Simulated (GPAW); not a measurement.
A self-consistent single point of FeAl (P1, 2 atoms in the cell) with GPAW.

Computed with LDA (Perdew-Wang 92), GPAW PAW datasets LDA (gpaw-data 1.0.1) (plane waves; GPAW).

```
FeAl
1.0
    2.91000     0.00000     0.00000
    0.00000     2.91000     0.00000
    0.00000     0.00000     2.91000
Al Fe
1 1
Cartesian
  1.43256   1.45698   1.47035
  0.02244  -0.00198  -0.01535
```

Reference input (self-consistent single point, DFT PBE, plane waves, GPAW PAW datasets PBE (gpaw-data 1.0.1)): mode = pw; ecut = 850 eV; xc = PBE; kpts = 10 10 10; mesh shift (steps) = 0 0 0; occupations.name = methfessel-paxton; occupations.width = 0.136 eV; occupations.order = 0; nbands = -8; symmetry.symmorphic = false; symmetry.tolerance = 0.0005; maxiter = 120. This run's input differs from it in these lines:

```diff
@@ -13,3 +13,3 @@
 calc = GPAW(mode={'name': 'pw', 'ecut': 850},
-            xc='PBE',
+            xc='LDA',
             kpts={'size': (10, 10, 10), 'gamma': True},
```

Its files differ too (potentials: GPAW PAW datasets LDA (gpaw-data 1.0.1)).

The program printed (abridged):

```
     iter     time        total  log10-change:
                         energy   eigst   dens
iter:   1 --:--:--   -15.037620
iter:   2 --:--:--   -15.074595   -0.21  -1.25
iter:   3 --:--:--   -15.052498   -1.07  -1.25
iter:   4 --:--:--   -15.066261   -1.36  -1.30
iter:   5 --:--:--   -15.076245   -1.40  -1.58
iter:   6 --:--:--   -15.057588   -2.79  -1.71
iter:   7 --:--:--   -15.022729   -2.28  -1.80
iter:   8 --:--:--   -15.021510   -3.17  -2.38
iter:   9 --:--:--   -15.021582c  -4.03  -2.93
iter:  10 --:--:--   -15.021570c  -4.44  -2.92
iter:  11 --:--:--   -15.021522c  -4.64  -3.18
iter:  12 --:--:--   -15.021520c  -5.32  -3.72
iter:  13 --:--:--   -15.021514c  -5.52  -3.77
iter:  14 --:--:--   -15.021515c  -5.61  -3.75
iter:  15 --:--:--   -15.021517c  -6.10  -3.92
iter:  16 --:--:--   -15.021517c  -6.61  -4.62c
iter:  17 --:--:--   -15.021517c  -6.89  -4.62c
iter:  18 --:--:--   -15.021517c  -7.31  -4.66c
iter:  19 --:--:--   -15.021517c  -7.81c -4.82c
Converged after 19 iterations.

Dipole moment: (-0.381013, 0.033728, 0.261017) |e|*Ang

Energy contributions relative to reference atoms: (reference = -41136.360678)

Kinetic:         +8.518545
Potential:       -5.267128
External:        +0.000000
XC:             -18.335851
Entropy (-ST):   -0.027706
Local:           +0.076770
SIC:             +0.000000
--------------------------
Free energy:    -15.035370
Extrapolated:   -15.021517

Showing only first 2 kpts
 Kpt  Band  Eigenvalues  Occupancy
  0     3      8.79278    0.12310
  0     4      8.79531    0.11683
  0     5      8.79613    0.11486
  0     6     14.84828    0.00000

  1     3      8.68078    0.70598
  1     4      8.68248    0.69290
  1     5      8.80684    0.09140
  1     6     13.51424    0.00000

Fermi level: 8.64450

No gap
No difference between direct/indirect transitions
Energy (eV): -15.021517

Forces in eV/Ang:
  0 Al    0.28730   -0.02554   -0.19727
  1 Fe   -0.28727    0.02554    0.19724

Stress tensor:
     0.103002     0.000151     0.001165
     0.000151     0.102338    -0.000104
     0.001165    -0.000104     0.102648
Stress (GPa, Voigt): [16.5028 16.3964 16.4461 -0.0166  0.1866  0.0242]
```

The run converged in 19 iterations. GPAW prints stress with tension positive. Against the reference run the pressure goes from -5.61 to -16.45 GPa and the largest force goes from 0.396 to 0.349 eV/Å.

The starting cell has typed, rounded lattice constants, without a prior relaxation at this level. Its atoms were displaced at random from the sites of space group no. 221. Spin polarisation is off. With a pressure of about -16 GPa the cell is away from its equilibrium volume at this level.

Cost on one core of a shared machine: roughly 3 min.
